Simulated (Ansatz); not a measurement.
The parent structure is GaP in the zinc blende structure (space group F-43m, No. 216).

```xyz
2
Lattice="0.0000 2.6957 2.6957 2.6957 0.0000 2.6957 2.6957 2.6957 0.0000" Properties=species:S:1:pos:R:3 pbc="T T T"
Ga     0.0000     0.0000     0.0000
P      1.3478     1.3478     1.3478
```

Cartesian axes are those of the cell as printed.

Method: DFT with LDA, PAW potentials and a 420 eV plane-wave cutoff in Ansatz (a program for electronic structure), scalar-relativistic without spin-orbit coupling.

For the base:

```
Property   Result
--------  -------
Band gap  1.38 eV
```

One thing is altered: a pure shear with ε_xy = ε_yx = 0.0171; the atoms relax in the strained cell.

**Question.** Predict the new band gap.

**Answer.** The band gap falls by 0.29 eV (1.38 eV → 1.09 eV).

**Question.** What does the calculation give for the stress after the change?

**Answer.** The stress (xx, yy, zz, yz, xz, xy; compression positive) is (0.05, 0.05, -0.02, 0.00, 0.00, -2.43) GPa.

Stability against distortions was not tested.
